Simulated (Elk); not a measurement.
Band structure of HfH₂ (I4/mmm, 3 atoms in the cell).

```xyz
3
Lattice="-1.7307 1.7307 2.1448 1.7307 -1.7307 2.1448 1.7307 1.7307 -2.1448" Properties=species:S:1:pos:R:3 pbc="T T T"
Hf     0.0000     0.0000     0.0000
H      1.7307     0.0000     1.0724
H      0.0000     1.7307     1.0724
```

Computed with PBEsol, all-electron FP-LAPW, Elk's shipped species files, APW+lo basis with extra local orbitals (Elk).

Settings: xctype = 22; rgkmax = 8; stype = 0; swidth = 0.00499791 Ha; ngridk = 9 9 9; gmaxvr = 18 1/bohr; lmaxapw = 10; lmaxo = 8; nxlo = 2; lorbcnd = true; lradstp = 2; nrmtscf = 2; rmtscf = 0.86; lmaxi = 4.

The starting cell comes from a database of computed structures (which also holds hypothetical and non-ambient phases and stackings), without a prior relaxation at this level. Spin-orbit coupling is off. Values depend on the basis (sphere radii, cutoffs, local orbitals), which need not be converged.

Levels in eV from the Fermi level, bands 11 to 18:
| point | 11 | 12 | 13 | 14 | 15 | 16 | 17 | 18 |
|---|---|---|---|---|---|---|---|---|
| Γ | -12.21 | -11.36 | -1.01 | -0.46 | -0.46 | 0.42 | 1.86 | 3.32 |
| X | -12.24 | -6.63 | -5.68 | -4.20 | 4.03 | 4.25 | 5.52 | 6.55 |
| Y | -12.23 | -7.31 | -4.86 | -3.06 | 1.16 | 5.04 | 5.49 | 5.59 |
| S | -12.23 | -7.60 | -4.47 | -3.40 | 2.92 | 3.85 | 4.31 | 5.82 |
| Z | -12.23 | -7.82 | -4.10 | -3.86 | 4.76 | 4.87 | 4.87 | 5.68 |
| S1 | -12.23 | -7.60 | -4.47 | -3.40 | 2.92 | 3.85 | 4.31 | 5.82 |
| N | -12.22 | -8.45 | -5.09 | -0.86 | 0.68 | 3.88 | 4.70 | 5.06 |
| P | -12.25 | -6.22 | -6.22 | -2.43 | 1.37 | 4.06 | 4.82 | 6.38 |
| Y1 | -12.23 | -7.31 | -4.86 | -3.06 | 1.16 | 5.04 | 5.49 | 5.59 |

Bands cross the Fermi level along this path, so the cell is metallic at this level.
